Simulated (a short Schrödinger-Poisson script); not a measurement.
Structure: MOS inversion layer, SiO2 on p-type Si(100), at 400 K.

From the gate side: 2.9 nm SiO2; 430 nm Si, acceptors 1e18 cm⁻³.

The device is made up for the run: typed textbook-type constants, with dimensions and the other settings drawn at random. SiO2: permittivity 3.9, conduction-band edge (eV) 3.15, gap (eV) 9, electron mass (mₑ) 0.5. Si: permittivity 11.7, conduction-band edge (eV) 0, gap (eV) 1.124, Nv at 300 K (cm⁻³) 3.1e19.

Channel valleys (confinement mass, in-plane density-of-states mass, number): Δ2 0.916, 0.19, 2; Δ4 0.19, 0.417, 4. At the gate the conduction-band edge of layer 1 lies 3.59 eV − eVg above the Fermi level of the channel; the field vanishes at the back. Gaps are held at their typed values at every temperature. Mesh 0.03 nm at interfaces.

Solved with a short Schrödinger-Poisson script written for these runs: 1D Poisson equation in equilibrium, electrons quantum, Hartree (BenDaniel-Duke, 12 states a valley, the channel's in-plane mass for all, wave functions ending at the dielectric), parabolic valleys, classical holes, full ionisation, no traps, pinning or gate leakage.

| Vg (V) | electrons (cm⁻²) | C (μF/cm²) | Δ2 E0 (meV from the Fermi level) | Δ4 E0 (meV from the Fermi level) |
|---|---|---|---|---|
| 0.7 | 3.05e9 | 0.263 | 276.5 | 347.8 |
| 0.8 | 2.45e10 | 0.305 | 203.6 | 277.4 |
| 0.9 | 1.45e11 | 0.499 | 141.1 | 217.5 |
| 1 | 4.57e11 | 0.720 | 100.0 | 179.3 |
| 1.1 | 9.08e11 | 0.840 | 74.6 | 156.8 |
| 1.2 | 1.43e12 | 0.903 | 57.2 | 142.2 |
| 1.3 | 1.99e12 | 0.940 | 44.0 | 131.8 |
| 1.4 | 2.57e12 | 0.964 | 33.2 | 123.9 |
| 1.5 | 3.17e12 | 0.981 | 24.2 | 117.5 |
| 1.6 | 3.78e12 | 0.994 | 16.2 | 112.1 |
| 1.7 | 4.40e12 | 1.00 | 9.1 | 107.6 |
| 1.8 | 5.03e12 | 1.01 | 2.6 | 103.6 |
| 1.9 | 5.66e12 | 1.02 | -3.4 | 100.1 |
| 2 | 6.29e12 | 1.03 | -9.1 | 96.9 |
| 2.1 | 6.93e12 | 1.03 | -14.4 | 94.0 |
| 2.2 | 7.57e12 | 1.03 | -19.4 | 91.3 |
| 2.3 | 8.22e12 | 1.04 | -24.2 | 88.8 |
| 2.4 | 8.86e12 | 1.04 | -28.8 | 86.4 |

Gate voltages with under 1e9 electrons/cm² are left out.

Q: At Vg = 2.4 V the lowest Δ2 subband lies at -28.8 meV from the Fermi level. How many electrons does it hold, and what share of all?

A: The two-dimensional density of states is g m/(πħ²) = 1.59e11 cm⁻² meV⁻¹ (both spins), kT = 34.5 meV, so n = D kT ln(1 + exp(−E/kT)) = 6.54e12 cm⁻², 0.74 of the 8.86e12 cm⁻² in all.

Q: Compare the slope of the sheet density between 2.2 and 2.4 V with the geometric capacitance of the layers between gate and channel.

A: q Δn/ΔV = 1.03 μF/cm²; ε0/Σ(t/ε) = 1.19 μF/cm². The ratio is 0.87: the channel acts as a further capacitance in series.
